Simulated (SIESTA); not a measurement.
## Sensitivity of a calculation on Cs₂KScI₆ (Fm-3m, 10 atoms in the cell) to its settings

Cs₂KScI₆ is taken in the cubic space group Fm-3m (No. 225), Pearson symbol cF40. Cell: a = b = c = 12.5876 Å, α = β = γ = 90.00°. K on 4b sees 6 I at 3.398 Å (octahedral). Cs on 8c sees 12 I at 4.457 Å (cuboctahedral). Sc on 4a is coordinated by 6 I at 2.896 Å (octahedral). I on 24e is surrounded by 1 Sc at 2.896 Å and 1 K at 3.398 Å and 4 Cs at 4.457 Å (octahedral). (Neighbours: up to the widest gap in distance over summed covalent radii, below 1.35, at either atom; cation-cation and far metal-metal contacts left out.)
(The calculation used a cell of 10 atoms; values per cell refer to that cell.)

Base run A: LDA PW92, numerical atomic orbitals TZP, PseudoDojo LDA standard norm-conserving potentials (rewritten from UPF to PSML) run with SIESTA, self-consistent single point.

Its settings: XC.functional = LDA; XC.authors = PW92; potentials = PseudoDojo LDA standard; PAO.BasisSize = TZP; PAO.EnergyShift = 0.01 Ry; MeshCutoff = 300 Ry; kgrid.MonkhorstPack = 3 3 3; OccupationFunction = MP; OccupationMPOrder = 0; ElectronicTemperature = 20 meV; MaxSCFIterations = 150; SCF.Mixer.Method = Pulay; SCF.Mixer.Weight = 0.25; SCF.Mixer.History = 8; SCF.DM.Tolerance = 1.0E-05.

The starting cell comes from a database of computed structures (which also holds hypothetical and non-ambient phases and stackings), without a prior relaxation at this level. Spin-orbit coupling is off. Values carry the incompleteness of an atom-centred basis. The basis of the alkali or alkaline-earth atoms may lack their empty d shell, which can raise the gap.

ΔF is the free energy per atom less that of run A. 

Runs:
- B: kgrid.MonkhorstPack: 3 3 3 → 2 2 2 shifted by 0.5 0.5 0.5
- C: lattice scaled by 1.015; MeshCutoff: 300 Ry → 180 Ry
- D: MaxSCFIterations: 150 → 300; SCF.Mixer.History: 8 → 3
- E: PAO.EnergyShift: 0.01 Ry → 0.001 Ry
- F: MeshCutoff: 300 Ry → 250 Ry

```tsv
run	ΔF (meV/atom)	pressure (GPa)	largest force (eV/Å)	gap on the mesh (eV)	k-points
A	0.00	-2.57	0.280	2.155	14
B	-0.34	-2.58	0.281	2.240	4
C	39.7	-2.98	0.421	2.097	14
D	0.00	-2.57	0.280	2.155	14
E	-479.4	-1.52	0.188	2.156	14
F	-0.06	-2.55	0.273	2.155	14
```

Run C against A: The free energy rises by 39.7 meV/atom, the pressure goes from -2.57 to -2.98 GPa, the largest force goes from 0.280 to 0.421 eV/Å and the gap on the mesh goes from 2.155 to 2.097 eV.

Run B against A: The free energy hardly moves (within 1 meV/atom), the pressure moves little (-2.57 to -2.58 GPa), the largest force hardly changes (0.280 to 0.281 eV/Å) and the gap on the mesh goes from 2.155 to 2.240 eV.

Run E against A: The free energy drops by 479 meV/atom, the pressure goes from -2.57 to -1.52 GPa, the largest force goes from 0.280 to 0.188 eV/Å and the gap on the mesh moves little (2.155 to 2.156 eV).
